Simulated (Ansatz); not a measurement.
CdS: response to strain

Start from CdS in the zinc blende structure (space group F-43m, No. 216; a = 5.757 Å).

Strains are applied to the cell and any free atomic positions relax.

The values are results of Ansatz (an electronic-structure program) LDA, no spin-orbit coupling, not measurements.

Candidates:
(a) isotropic strain −0.50 %
(b) isotropic strain −3.00 %
(c) isotropic strain −2.00 %
(d) isotropic strain +2.00 %

Notes on the quantities. energy relative to the base: free energy F.

### Question
Order them by energy relative to the base, highest first.

### Answer
(b) isotropic strain −3.00 % (+46 meV/atom), (c) isotropic strain −2.00 % (+20 meV/atom), (d) isotropic strain +2.00 % (+17 meV/atom), (a) isotropic strain −0.50 % (+1.2 meV/atom)

No phonon test of stability was made.
